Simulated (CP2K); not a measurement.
Band structure of InSe (P6_3/mmc, 8 atoms in the cell).

```
InSe
1.0
    3.99242     0.00000     0.00000
   -1.99621     3.45754     0.00000
    0.00000     0.00000    17.21581
In Se
4 4
Direct
  0.33333   0.66667   0.33030
  0.66667   0.33333   0.66970
  0.66667   0.33333   0.83030
  0.33333   0.66667   0.16970
  0.33333   0.66667   0.59732
  0.66667   0.33333   0.40268
  0.66667   0.33333   0.09732
  0.33333   0.66667   0.90268
```

Method of the run: PBE, GPW, DZVP-MOLOPT-SR-GTH basis, GTH-PBE potentials (GTH_POTENTIALS) run with CP2K.

Settings: CUTOFF = 500 Ry; REL_CUTOFF = 50 Ry; SMEAR/METHOD = FERMI_DIRAC; ELECTRONIC_TEMPERATURE = 116.05 K; KPOINTS/SCHEME = MONKHORST-PACK 5 5 1; XC_FUNCTIONAL = PBE; In/BASIS_SET = DZVP-MOLOPT-SR-GTH-q13; In/POTENTIAL = GTH-PBE-q13; Se/BASIS_SET = DZVP-MOLOPT-SR-GTH-q6; Se/POTENTIAL = GTH-PBE-q6; METHOD = GPW; EPS_DEFAULT = 1e-11; EXTRAPOLATION = USE_GUESS; NGRIDS = 5.

The starting cell comes from a database of computed structures (which also holds hypothetical and non-ambient phases and stackings), without a prior relaxation at this level. Its lattice was rescaled by a random factor within 2.5 % of one. Values carry the incompleteness of an atom-centred basis.

Predict the gap along the standard path and the places of the band edges.

The gap along the path is 0.60 eV, direct at Γ to within 0.01 eV.

Levels in eV from the top of the valence band on the SCF mesh, bands 35 to 39:
```csv
point,35,36,37,38,39
Γ,-1.19,-1.11,-1.11,0.00,0.60
M,-2.10,-2.07,-1.87,-1.39,1.41
K,-2.05,-2.05,-1.70,-1.70,1.77
A,-1.13,-1.13,-0.75,-0.75,1.25
L,-2.13,-2.13,-1.63,-1.63,1.63
H,-2.20,-2.20,-1.60,-1.60,1.95
```

Higher empty bands are left out: an atom-centred basis made for the valence describes them poorly.
